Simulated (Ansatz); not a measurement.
The reference is KTaO3 in the cubic perovskite structure (space group Pm-3m, No. 221; a = 3.9520 Å).

Computed with plane-wave PAW DFT at the LDA level (Ansatz, a program for electronic structure, 420 eV), spin-orbit coupling left out.

For the base:

- Pressure = -0.01 GPa

It is then changed as follows: the cell is scaled by 0.9880 in all directions; the atoms relax in the strained cell.

Task: What does the calculation give for the pressure after the change?

Result: The pressure goes up by 8.56 GPa to 8.55 GPa.

Task: What does the calculation give for the mean gap deformation potential ΔEg/Δln V after the change?

Result: The mean gap deformation potential ΔEg/Δln V is -1.9 eV.

With Ta present, leaving out spin-orbit coupling can change the band edges. No phonon test of stability was made.
